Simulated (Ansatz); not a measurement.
Start from AgI in the zinc blende structure (space group F-43m, No. 216; a = 6.450 Å). Axes: x, y, z lie along the cube axes.

All numbers come from PBEsol/PAW in Ansatz (an electronic-structure program), without spin-orbit coupling.

Base values:

The pressure comes out as 0.00 GPa.

The change: biaxial strain +1.08 %, plane normal [001], relaxed out of plane (Cartesian); in-plane vectors clamped, the third vector and the atoms free.

**Question.** How does this affect the out-of-plane strain?

**Answer.** The out-of-plane strain amounts to -1.79 %.

**Question.** Estimate the effect on the pressure.

**Answer.** The pressure (mean of the normal stresses, compression positive) goes from zero to -0.12 GPa.

Stability against distortions was not tested.
